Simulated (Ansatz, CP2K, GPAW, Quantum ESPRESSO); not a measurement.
# Code comparison for Br (Cmce, 4 atoms in the cell)

Zone-centre phonon calculation.

```
CELL_PARAMETERS angstrom
      2.25590    -3.35868     0.00000
      2.25590     3.35868     0.00000
      0.00000     0.00000     8.78191
ATOMIC_POSITIONS crystal
  Br 0.86100 0.86100 0.88900
  Br 0.63900 0.63900 0.38900
  Br 0.36100 0.36100 0.61100
  Br 0.13900 0.13900 0.11100
```

Shared settings, as Ansatz (an electronic-structure program) writes them: kpoints.mp_grid.grid = 5 5 2; scf.occupations.method = fermi_dirac; scf.occupations.width = 0.02 eV. Potentials and cutoffs stand in the table.

| code | model | highest zone-centre frequency (cm⁻¹) | cutoff |
|---|---|---|---|
| GPAW | PBE, GPAW PAW datasets PBE (gpaw-data 1.0.1) | 300 | 550 eV |
| Quantum ESPRESSO | PBE, PseudoDojo standard norm-conserving (PBE) pseudopotentials | 292 | 50 Ry |
| CP2K | PBE, GPW, DZVP-MOLOPT-SR-GTH basis, GTH-PBE potentials (GTH_POTENTIALS) | 310 | grid 400 Ry |
| Ansatz | PBE, PAW files | 293 | default |

The spread over the programs that give each value: highest zone-centre frequency within 18.0 cm⁻¹.

CP2K uses small atom-centred bases, whose incompleteness enters pressures, forces and empty levels differently from a plane-wave cutoff.

The starting cell has typed, rounded lattice constants, without a prior relaxation at this level. Its lattice was rescaled by a random factor within 2.5 % of one.

Keys are those of Ansatz 0.2.
